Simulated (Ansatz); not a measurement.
The starting structures come from a database of crystals and need not be the phases stable at ambient conditions.

Tunnelling through a barrier is set by its complex band structure: the current falls as exp(−2κd) with the smallest κ.

Here is the system:

```
CELL_PARAMETERS angstrom
      5.83843     0.00000     0.00000
      0.00000     5.85932     0.00000
      2.91921     2.92966     4.74181
ATOMIC_POSITIONS crystal
  Si 0.25000 0.00000 0.00000
  Si 0.75000 0.00000 0.00000
  Se 0.62634 0.90369 0.74733
  Se 0.37366 0.09631 0.25267
  Se 0.87366 0.65102 0.25267
  Se 0.12634 0.34898 0.74733
```

Space group of this cell: Ibam. The cell was relaxed by PBE-D3(BJ).

Transport runs along the normal of the first two printed cell vectors.

No gap correction and no spin-orbit coupling; mid-gap values are interpolated between computed energies.

**Question.** State the band gap and the smallest decay constant κ at mid-gap according to PBEsol run with Ansatz (a quantum-chemistry and plane-wave program).

**Answer.** Gap 1.46 eV on a 6×6×6 mesh; κ = 0.228 1/Å, at the zone centre.
